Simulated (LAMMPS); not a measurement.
Simulation of a melt made from Cu (fcc) with 25 % of Cu sites Au, 4000 atoms, at 1560 K and 0 GPa, brought to that temperature within a few picoseconds.

Method: classical MD, pair style eam, the elements' _u3.eam files (universal-3 set of Foiles, Baskes and Daw), run in LAMMPS.

Task: Predict the state found, the enthalpy per atom, the most common Au-Cu-Cu angle, the first peak of g(r), Au-Cu, the density.

Result: state found: liquid; enthalpy per atom: -3.1319 ± 0.0006 eV/atom; most common Au-Cu-Cu angle: at the 3° bin centred on 58.5°, after smoothing over three bins (mean of all 95°); first peak of g(r), Au-Cu: 2.61 Å, height 2.6; density: 10.746 ± 0.002 g/cm³.

Caution: a run this short can hold a crystal over, or a liquid under, the potential's own melting point, which these runs don't give.
